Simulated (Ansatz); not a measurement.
## Effect of Pb on a C site, symmetric start on SiC

The parent structure is a 16-atom supercell of SiC (space group P6_3mc, No. 186; a = 3.078 Å, c = 10.076 Å) at its relaxed geometry.

Perturbation: a neutral Pb on a C site, symmetric start, atoms relaxed at fixed cell.

All numbers come from r2SCAN, PAW, 500 eV (Ansatz, a quantum-chemistry and plane-wave program; spin-orbit coupling left out). Γ-centred 5×8×3 mesh, Fermi–Dirac width 0.01 eV.

- Pressure = 32.5 GPa (base 0.0 GPa)
- Energy gained by relaxation = 14.94 eV
- Largest displacement of a host atom from its site in the perfect cell = 0.59 Å

Final structure:

```xyz
16
Lattice="4.6164 -2.6653 0.0000 1.5388 2.6653 0.0000 0.0000 0.0000 10.0763" Properties=species:S:1:pos:R:3 pbc="T T T"
Si     0.0326    -0.0188     0.5442
Si     3.1161    -0.0222     0.0868
Si    -0.0187     0.0108     4.9692
Si     3.0714     0.0036     4.9115
Si     1.8845     0.6888     7.1456
Si     2.6246    -1.5153     7.2955
Si     4.6169    -0.8887     2.6473
Si     3.1285     1.7475     2.5715
Pb    -0.1375     0.0794     8.2984
C      3.1559    -0.0452     8.3086
C      0.0295    -0.0170     3.1282
C      3.0902    -0.0073     3.1265
C      1.5325     0.8921     5.4066
C      3.0466    -1.7590     5.5032
C      4.6038    -0.8811     0.8466
C      3.1543     1.7326     0.7316
```

The magnetic state is the one reached from the starting moments; the real material's order can differ, and small cells can't hold many antiferromagnetic ones. The cell is small, so the values are those of an ordered compound at a high defect concentration; dilute-limit values will differ. A case with no gap was solved on a k-mesh chosen for an insulator, which is coarse for it. The defect started on the symmetric site and kept its symmetry, so it may sit on a saddle. Seeded moments were not kept for Pb on a C site. The defect cell is spin-polarised and ends with 0.0 μB.
